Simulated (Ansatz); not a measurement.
An Ansatz (a program for electronic structure) run: Bi with a change (uniaxial strain ε_xx = −3.93 %); r2SCAN+rVV10 (Ansatz, PAW, no SOC).

Input:

Ansatz 0.2 input:
```yaml
crystal:
  lattice:
    - [2.1714428885, 1.3049683941, 4.0094327264]
    - [-2.1714428885, 1.3049683941, 4.0094327264]
    - [0, -2.6099367882, 4.0094327264]
  atoms:
    - { symbol: Bi, position: [0.2337082879, 0.2337082879, 0.2337082879] }
    - { symbol: Bi, position: [0.7662917121, 0.7662917121, 0.7662917121] }
basis: { ecutwfc: 500, ecutrho_ratio: 4, xc_grid: 4, fft_grid_basis: typed }
kpoints: { mp_grid: { grid: [13, 13, 13] } }
hamiltonian:
  xc: r2scan
  dispersion: rvv10
  pseudopotentials: { kind: paw }
scf: { occupations: { method: fermi_dirac, width: 0.05 }, convergence: { dr2_threshold: 0.0000000002 } }
relax: { f_tol: 0.005, max_steps: 50 }
output: { forces: true, stress: true }
checkpoint: { write: state.ck, write_every: 1000 }
```

Output (explanatory and most iteration lines left out):

```
Relaxation: its limit of steps is 50 (relax.max_steps)
Pseudopotential: Bi, paw, valence charge 15
Crystal: 2 atoms, lattice volume = 68.168 Å³
Basis set: ecut = 500 eV, 1727 PW (Γ), exchange–correlation on 144×144×144 points (64 copies of the dense FFT grid, shifted against one another)
Bands: 19, of which v1, the nominal top of the filled ones, is band 15 counted from 1 (14 counted from 0)
Symmetry: 4 space group operations
Space group: C2/m (ITA 12), of the structure as read, at distance tolerance 4.1e-5 Å
k-points: 595 of 2197
Functional: x = r2scan, c = r2scan + rvv10(b = 11.95, C = 0.0093); τ floored in thin density (d = 2e-4 eV/Å³)
SCF iter   1: F=—  HF=-24815.415052 eV  |F-HF|=—  |Δ(HF+E_count)|=         —  Δρ=3.48e-3  dr2=5.00e-3  dr2_τ=1.89e-3  ethr=1.77e-3  ⟨swp⟩=6.4  Hψ=54897  notcnv=0
SCF iter   2: F=—  HF=-24815.435860 eV  |F-HF|=—  |Δ(HF+E_count)|=   2.08e-2  Δρ=2.17e-3  dr2=1.92e-3  dr2_τ=1.69e-4  ethr=1.67e-5  ⟨swp⟩=3.0  Hψ=29531  notcnv=0
SCF 1 converged in 9 iterations: F = -24815.439700 eV  dr2 = 4.60e-11
relax step   1: F+E_penalty+E_count = -24815.43969957 eV  Δ(F+E_penalty+E_count) = +0.000e0 eV  max|allowed force component| = 1.734e-1 eV/Å  Δτ_max = 0.0000 Å  (9 SCF iters, accepted)
Crystal: 2 atoms, lattice volume = 68.168 Å³
SCF iter   1: F=—  HF=-24815.382082 eV  |F-HF|=—  |Δ(HF+E_count)|=         —  Δρ=1.25e-3  dr2=7.31e-4  dr2_τ=7.15e-2  ethr=2.45e-6  ⟨swp⟩=2.9  Hψ=52772  notcnv=0
SCF iter   2: F=—  HF=-24815.443190 eV  |F-HF|=—  |Δ(HF+E_count)|=   6.11e-2  Δρ=1.17e-3  dr2=7.17e-4  dr2_τ=2.85e-5  ethr=2.44e-6  ⟨swp⟩=3.0  Hψ=25345  notcnv=0
SCF 2 converged in 10 iterations: F = -24815.443773 eV  dr2 = 2.63e-11
relax step   2: F+E_penalty+E_count = -24815.44377290 eV  Δ(F+E_penalty+E_count) = -4.073e-3 eV  max|allowed force component| = 1.099e-1 eV/Å  Δτ_max = 0.0344 Å  (10 SCF iters, accepted)
Crystal: 2 atoms, lattice volume = 68.168 Å³
SCF iter   1: F=—  HF=-24815.439434 eV  |F-HF|=—  |Δ(HF+E_count)|=         —  Δρ=3.52e-4  dr2=4.44e-5  dr2_τ=6.12e-3  ethr=2.09e-6  ⟨swp⟩=3.7  Hψ=37092  notcnv=0
SCF iter   2: F=—  HF=-24815.445048 eV  |F-HF|=—  |Δ(HF+E_count)|=   5.61e-3  Δρ=3.35e-4  dr2=6.53e-5  dr2_τ=2.54e-6  ethr=1.48e-7  ⟨swp⟩=3.0  Hψ=27986  notcnv=0
SCF 3 converged in 9 iterations: F = -24815.445089 eV  dr2 = 9.62e-11
relax step   3: F+E_penalty+E_count = -24815.44508889 eV  Δ(F+E_penalty+E_count) = -1.316e-3 eV  max|allowed force component| = 1.808e-2 eV/Å  Δτ_max = 0.0101 Å  (9 SCF iters, accepted)
Crystal: 2 atoms, lattice volume = 68.168 Å³
SCF iter   1: F=—  HF=-24815.444886 eV  |F-HF|=—  |Δ(HF+E_count)|=         —  Δρ=7.32e-5  dr2=2.03e-6  dr2_τ=2.69e-4  ethr=6.53e-8  ⟨swp⟩=3.6  Hψ=35069  notcnv=0
SCF iter   2: F=—  HF=-24815.445129 eV  |F-HF|=—  |Δ(HF+E_count)|=   2.43e-4  Δρ=6.68e-5  dr2=2.61e-6  dr2_τ=1.09e-7  ethr=6.76e-9  ⟨swp⟩=3.0  Hψ=27831  notcnv=0
SCF 4 converged in 8 iterations: F = -24815.445131 eV  dr2 = 8.45e-11
relax step   4: F+E_penalty+E_count = -24815.44513142 eV  Δ(F+E_penalty+E_count) = -4.252e-5 eV  max|allowed force component| = 2.525e-3 eV/Å  Δτ_max = 0.0021 Å  (8 SCF iters, accepted)
Crystal: 2 atoms, lattice volume = 68.168 Å³
SCF iter   1: F=—  HF=-24815.445131 eV  |F-HF|=—  |Δ(HF+E_count)|=         —  Δρ=3.08e-7  dr2=8.45e-11  dr2_τ=2.42e-13  ethr=1.00e-12  ⟨swp⟩=3.0  Hψ=66241  notcnv=0
SCF iter   2: F=-24815.445131 eV  HF=-24815.445131 eV  |F-HF|=3.64e-11  |Δ(HF+E_count)|=  1.20e-10  Δρ=1.86e-7  dr2=2.96e-11  dr2_τ=2.91e-13  ethr=1.00e-12  ⟨swp⟩=4.0  Hψ=34398  notcnv=0
SCF 5 converged in 2 iterations: F = -24815.445131 eV  dr2 = 2.96e-11
SCF converged after 2 iterations
Free energy (F): -24815.445131 eV
Internal energy: -24815.443275 eV  (E = F + TS)
E sigma→0 (E₀):  -24815.444203 eV
Entropy (-TS):   -0.001856 eV (-0.928 meV/atom)
Fermi energy:    10.256957 eV
--- Forces (eV/Å), atoms counted from 1 ---
  atom   1  Bi     0.00000000    -0.00252558     0.00057904
  atom   2  Bi     0.00000000     0.00252558    -0.00057904
--- Stress (GPa, compression-positive) ---
        3.426367       0.000000       0.000000
        0.000000       1.180185      -0.519042
        0.000000      -0.519042       1.137355
  P = ⅓ Tr σ = 1.9146 GPa (19.146 kbar)
--- Relaxed structure (4 steps of the walk, 4 accepted, 0 SCFs on fresh bases) ---
  atoms:
    - { symbol: Bi, position: [0.23220435544844495, 0.23220435544844495, 0.24065108422341222] }
    - { symbol: Bi, position: [0.767795644551555, 0.767795644551555, 0.7593489157765878] }
```

Whether these cells are dynamically stable was not tested. The cell was made from Bi in the A7 type structure (space group R-3m, No. 166; layered) by this change: uniaxial strain ε_xx = −3.93 %.
